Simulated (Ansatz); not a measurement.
# A computed series for Nb3Te4: pressure series

Consider Nb₃Te₄ (space group P6_3/m, No. 176; a = 10.663 Å, c = 3.593 Å).

Cell and atoms are relaxed at each pressure.

Method: PBEsol/PAW in Ansatz (a quantum-chemistry and plane-wave program), without spin-orbit coupling.

```csv
P (GPa),V (Å³/atom)
-2.00,26.104
-1.00,25.668
0.30,25.167
0.70,25.019
1.50,24.743
3.00,24.270
5.00,23.708
7.50,23.091
10.00,22.545
```

**Question.** Fit a third-order Birch–Murnaghan equation of state.

**Answer.** Least squares on P(V) = (3B₀/2)[(V₀/V)^(7/3) − (V₀/V)^(5/3)]·[1 + (3/4)(B₀′ − 4)((V₀/V)^(2/3) − 1)] gives V₀ = 25.28 Å³/atom, B₀ = 67 GPa and B₀′ = 4.6.

Load acts through the strain it causes; cell and atoms are relaxed under it. No phonon test of stability was made. No other phases were tried under pressure. The final runs are not spin-polarised.
